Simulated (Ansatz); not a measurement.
Base system: Zr in the hcp (Mg type) structure (space group P6_3/mmc, No. 194; a = 3.185 Å, c = 5.117 Å).

Computed with PBEsol (Ansatz, an electronic-structure program; PAW; 420 eV plane waves; scalar-relativistic without spin-orbit coupling), earlier PAW set.

One change was made to it. Results:

```
quantity         base       after
---------  ----------  ----------
density    6.74 g/cm³  4.75 g/cm³
c/a ratio       1.607       1.583
```

### Question
Name the change that was made.
(A) Zr → Zn
(B) Zr → Ti
(C) Zr → Sc

### Answer
B, Zr → Ti. For comparison, the density in the other runs: Zr → Zn gives 7.75 g/cm³; Zr → Sc gives 3.16 g/cm³.

Whether these cells are dynamically stable was not tested. The final runs are not spin-polarised.
